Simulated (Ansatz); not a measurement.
## Habitual settings against a tight run: the (101) slab of MgAu3 (cut from a parent of space group no. 221; 16 atoms in the cell)

Self-consistent single point.

```xyz
16
Lattice="4.0655 0.0000 0.0000 0.0000 5.7494 0.0000 0.0000 0.0000 22.1632" Properties=species:S:1:pos:R:3 pbc="T T T"
Mg     0.0000     3.5934     7.4519
Mg     0.0000     0.7187    10.3557
Mg     0.0000     3.5934    13.2594
Mg     0.0000     0.7187    16.1632
Au     2.0327     5.0308     6.0000
Au     2.0327     2.1560     6.0000
Au     0.0000     0.7187     7.4519
Au     2.0327     2.1560     8.9038
Au     2.0327     5.0308     8.9038
Au     0.0000     3.5934    10.3557
Au     2.0327     5.0308    11.8076
Au     2.0327     2.1560    11.8076
Au     0.0000     0.7187    13.2594
Au     2.0327     2.1560    14.7113
Au     2.0327     5.0308    14.7113
Au     0.0000     3.5934    16.1632
```

Method: PBEsol, PAW files made with PBE (plane waves; Ansatz, a quantum-chemistry and plane-wave program).

Base settings: basis.ecutwfc = 30.9 Ry; kpoints.mp_grid.grid = 7 5 1; hamiltonian.xc = pbesol; hamiltonian.pseudopotentials = {kind: paw} (the program's default PAW files); scf.occupations.method = gaussian; scf.occupations.width = 0.0147 Ry; efield.axis = 3; efield.dipole_correction = true.

Tight run (finer mesh or higher cutoff; not a proven limit): basis.ecutwfc: 30.9 Ry → 43.4 Ry; kpoints.mp_grid.grid: 7 5 1 → 10 7 1; scf.convergence.dr2_threshold: default (1e-07 eV) → 1e-09 eV. It gave Fermi level (on the code's own zero) 7.11 eV; largest force (vector length) 0.787 eV/Å.

Quick runs, as changes from the base:
- A: the base itself
- B: basis.ecutwfc: 30.9 Ry → 18.4 Ry; kpoints.mp_grid.grid: 7 5 1 → 1 1 1
- C: kpoints.mp_grid.grid: 7 5 1 → 4 4 1; scf.occupations.method: gaussian → cold; scf.occupations.width: 0.0147 Ry → 0.01 Ry
- D: basis.ecutwfc: 30.9 Ry → 24.6 Ry; kpoints.mp_grid.grid: 7 5 1 → 6 6 1
- E: basis.ecutwfc: 30.9 Ry → 21.7 Ry; kpoints.mp_grid.grid: 7 5 1 → 8 8 1
- F: basis.ecutwfc: 30.9 Ry → 15.4 Ry; kpoints.mp_grid.grid: 7 5 1 → 4 4 1; scf.occupations.method: gaussian → cold; scf.convergence.dr2_threshold: default (1e-07 eV) → 0.001 eV

Energies are extrapolated to zero smearing width, which holds to low order in the width alone.

Dashes: time of B, F, under 30 s.

The count of work is k-points × plane waves × bands × iterations; it is no time. Core times come from one kind of shared machine and are given to one figure; runs under 30 s give none.

The starting cell comes from a database of computed structures (which also holds hypothetical and non-ambient phases and stackings), without a prior relaxation at this level. The slab is cut from that crystal, and its faces are unrelaxed. Its lattice was rescaled in the plane by a random factor within 2.5 % of one.

```
run  energy less tight (meV/atom)  largest miss in a force vector (eV/Å)  count of work / tight  core time / tight (rough)
---  ----------------------------  -------------------------------------  ---------------------  -------------------------
A                            -0.4                                  0.040                   0.22                        0.2
B                          1131.3                                  0.986                  0.012                          –
C                            -0.3                                  0.106                   0.18                        0.1
D                            13.2                                  0.028                   0.20                        0.2
E                            93.8                                  0.032                   0.26                        0.2
F                          4851.5                                  0.591                  0.040                          –
```

Among the runs at the tight run's level, the energy misses run from 0.3 to 4851.5 meV/atom.

Keys are those of Ansatz 0.2.
